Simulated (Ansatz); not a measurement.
Input and output of a self-consistent single point for SiNi (R3, 8 atoms in the cell) (Ansatz, a first-principles code).

Method: LDA (PW92), default PAW files made with PBE (plane waves; Ansatz).

```
CELL_PARAMETERS angstrom
      4.52621     0.00000     0.00000
      0.00000     4.52621     0.00000
      0.00000     0.00000     4.52621
ATOMIC_POSITIONS crystal
  Si 0.65317 0.15317 0.34683
  Si 0.85321 0.85321 0.85321
  Si 0.15317 0.34683 0.65317
  Si 0.34683 0.65317 0.15317
  Ni 0.35050 0.85050 0.64950
  Ni 0.14950 0.14950 0.14950
  Ni 0.85050 0.64950 0.35050
  Ni 0.64950 0.35050 0.85050
```

Reference input (self-consistent single point, DFT, LDA (PW92), plane waves, default PAW files made with PBE): basis.ecutwfc = 420 eV; kpoints.mp_grid.grid = 5 5 5; hamiltonian.xc = lda; hamiltonian.pseudopotentials = {kind: paw} (the program's default PAW files); scf.occupations.method = gaussian; scf.occupations.width = 0.1 eV. This run's input differs from it in these lines:

Ansatz 0.2 input:
```diff
@@ -15,3 +15,3 @@
 basis:
-  ecutwfc: 420.0 eV
+  ecutwfc: 250.0 eV
 kpoints:
```

Log, with long lists cut:

```
SCF iter   1: F=—  HF=-25522.992594 eV  |F-HF|=—  |Δ(HF+E_count)|=         —  Δρ=5.10e-2  dr2=8.52e-1  ethr=1.77e-3  ⟨swp⟩=7.2  Hψ=4692  notcnv=0
all-band conjugate gradients solve this SCF's bands
preconditioner: auto → Resta (q_TF=auto, 2.705 Å⁻¹)
SCF iter   2: F=—  HF=-25522.141560 eV  |F-HF|=—  |Δ(HF+E_count)|=   8.51e-1  Δρ=1.79e-2  dr2=2.67e-1  ethr=9.68e-4  ⟨swp⟩=2.0  Hψ=2575  notcnv=0  defer=47
   [... lines left out ...]
SCF iter   5: F=—  HF=-25521.978086 eV  |F-HF|=—  |Δ(HF+E_count)|=   4.14e-4  Δρ=1.66e-4  dr2=2.31e-5  ethr=6.31e-7  ⟨swp⟩=2.1  Hψ=1727  notcnv=0  defer=47
SCF iter   6: F=—  HF=-25521.978073 eV  |F-HF|=—  |Δ(HF+E_count)|=   1.29e-5  Δρ=6.48e-5  dr2=2.99e-6  ethr=2.62e-8  ⟨swp⟩=2.0  Hψ=1554  notcnv=0  defer=47
SCF iter   7: F=—  HF=-25521.978073 eV  |F-HF|=—  |Δ(HF+E_count)|=   6.01e-7  Δρ=2.35e-5  dr2=3.58e-7  ethr=3.40e-9  ⟨swp⟩=2.1  Hψ=1666  notcnv=0  defer=47
SCF iter   8: F=-25521.978073 eV  HF=-25521.978073 eV  |F-HF|=1.33e-8  |Δ(HF+E_count)|=   4.67e-8  Δρ=4.72e-6  dr2=1.64e-8  ethr=1.14e-10  ⟨swp⟩=8.7  Hψ=4017  notcnv=0
SCF 1 converged in 8 iterations: F = -25521.978073 eV  dr2 = 1.64e-8
Free energy (F): -25521.978073 eV
Internal energy: -25521.967743 eV  (E = F + TS)
E sigma→0 (E₀):  -25521.972908 eV
Entropy (-TS):   -0.010329 eV (-1.291 meV/atom)
Fermi energy:    15.668435 eV
--- Forces (eV/Å), atoms counted from 1 ---
  atom   1  Si     0.00828400     0.04071101     0.02644088
  atom   2  Si    -0.26475745    -0.26475745    -0.26475745
  atom   3  Si     0.04071101     0.02644088     0.00828400
  atom   4  Si     0.02644088     0.00828400     0.04071101
  atom   5  Ni     0.11284013     0.04730323    -0.01654279
  atom   6  Ni     0.04607503     0.04607503     0.04607503
  atom   7  Ni     0.04730323    -0.01654279     0.11284013
  atom   8  Ni    -0.01654279     0.11284013     0.04730323
--- Stress (GPa, compression-positive) ---
       -9.855044       0.140098       0.140098
        0.140098      -9.855044       0.140098
        0.140098       0.140098      -9.855044
  P = ⅓ Tr σ = -9.8550 GPa (-98.550 kbar)
  The stress holds the Pulay correction. Without it, at fixed plane waves, as pw.x and ABINIT print it: P = -116.5521 GPa
```

The run converged in 8 iterations. Against the reference run the free energy rises by 1.24 eV/atom, the pressure goes from -11.79 to -9.86 GPa and the largest force goes from 0.549 to 0.459 eV/Å.

The starting cell comes from a database of computed structures (which also holds hypothetical and non-ambient phases and stackings), without a prior relaxation at this level. Its lattice was rescaled by up to half a per cent. One atom was moved a little off its site on purpose. Spin polarisation is off. Ansatz's pressure includes its estimate of the finite-basis (Pulay) stress. Without the estimate this run gives -116.55 GPa. The cutoff lies below the one recommended for these files.
